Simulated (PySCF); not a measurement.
PySCF 2.14.0, WB97X/def2-tzvp, df: O[OH2+], charge +1, multiplicity 1, 5 atoms. The geometry is a generated start, not checked to be a minimum at this level.

| Property | Value |
|---|---|
| task | energy |
| method | wb97x |
| basis | def2-tzvp |
| two-electron scheme | density fitting |
| mol.max_memory | 3000 MB |
| mf.max_cycle | 100 |
| mf.conv_tol | 1e-09 (default) |
| mf.grids.level | 3 (default) |
| basis functions | 80 |
| grid points | 57592 |

```xyz
5

O      0.7451    -0.3095     0.3834
O     -0.4238     0.1852    -0.2476
H      1.4916    -0.2253    -0.2488
H     -0.7428     0.9286     0.3426
H     -1.0701    -0.5791    -0.2296
```

Charge 1 and multiplicity 1 are set for this test and not shown to be the ground state.

With the defaults (mf.diis = true, mf.damp = 0, mf.diis_start_cycle = 1, mf.DIIS = CDIIS, mf.level_shift = 0, mf.init_guess = minao, mf.diis_space = 8) it converges in 12 Fock builds. One run each on 2 threads, 1 BLAS thread, with these changes:
- mf.diis = false
- mf.damp = 0.7, mf.diis_start_cycle = 8
- mf.DIIS = EDIIS
- mf.diis_space = 20
- mf.diis = false, mf.damp = 0.7, mf.diis_start_cycle = 999
- mf.DIIS = ADIIS
- mf.init_guess = mod_huckel
- mf.level_shift = 1 Hartree
- mf.init_guess = sap

**Question.** Name the settings that don't reach the solution of the defaults.

**Answer.** No convergence: mf.diis = false (the run ends without SCF convergence in 100 cycles). The rest reach the solution of the defaults.

```json
[
 {"setting": "mf.init_guess = sap", "Fock builds": "11", "end": "same solution"},
 {"setting": "the defaults", "Fock builds": "12", "end": "same solution"},
 {"setting": "mf.init_guess = mod_huckel", "Fock builds": "12", "end": "same solution"},
 {"setting": "mf.diis_space = 20", "Fock builds": "12", "end": "same solution"},
 {"setting": "mf.DIIS = ADIIS", "Fock builds": "15", "end": "same solution"},
 {"setting": "mf.damp = 0.7, mf.diis_start_cycle = 8", "Fock builds": "16", "end": "same solution"},
 {"setting": "mf.level_shift = 1 Hartree", "Fock builds": "23", "end": "same solution"},
 {"setting": "mf.diis = false, mf.damp = 0.7, mf.diis_start_cycle = 999", "Fock builds": "37", "end": "same solution"},
 {"setting": "mf.DIIS = EDIIS", "Fock builds": "61", "end": "same solution"},
 {"setting": "mf.diis = false", "Fock builds": "101", "end": "no convergence"}
]
```
